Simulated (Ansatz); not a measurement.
The parent structure is BAs in the zinc blende structure (space group F-43m, No. 216; a = 4.7679 Å).

Levels (all Ansatz, a program for electronic structure, PAW): PBEsol (420 eV, no spin-orbit coupling); r2SCAN (500 eV, scalar-relativistic without spin-orbit coupling).

Its gap is 1.08 eV with PBEsol and 1.37 eV with r2SCAN.

Now apply this change: a hydrostatic pressure of 30 GPa.

With PBEsol the gap becomes 0.92 eV.

Q: If the r2SCAN correction stayed the same, what would the r2SCAN gap be, and what does the r2SCAN run give?

A: A rigid correction of +0.29 eV gives 1.21 eV. The r2SCAN run gives 1.19 eV, so the two effects roughly add.

Single points use the geometry relaxed with PBEsol. Load acts through the strain it causes; cell and atoms are relaxed under it. Stability against distortions was not tested. Competing high-pressure phases were not computed.
